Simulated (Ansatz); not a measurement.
GaAs: carrier doping

Base system: GaAs in the zinc blende structure (space group F-43m, No. 216; a = 5.659 Å).

Carriers are added at fixed cell with a uniform background; the Fermi–Dirac width is that of 300 K.

Method: PBEsol (Ansatz, a program for electronic structure), scalar-relativistic without spin-orbit coupling, earlier PAW set.

Notes on the quantities. Fermi level from band edge: Fermi level relative to the doped band's edge (positive inside the band; to 0.05 eV).

```csv
variant,gap between the host's bands,Fermi level from band edge
undoped,0.42 eV,–
electrons 5.0×10^20 cm⁻³,0.42 eV,+0.75 eV
electrons 2.0×10^21 cm⁻³,0.42 eV,+1.05 eV
electrons 3.0×10^21 cm⁻³,0.42 eV,+1.10 eV
holes 5.0×10^20 cm⁻³,0.43 eV,+0.20 eV
holes 2.0×10^21 cm⁻³,0.44 eV,+0.40 eV
holes 3.0×10^21 cm⁻³,0.45 eV,+0.55 eV
```

Charged cell with a jellium background: band edges are those of the host's band count, energies are not comparable with the neutral cell, and many-body gap narrowing is missing. Stability against distortions was not tested.
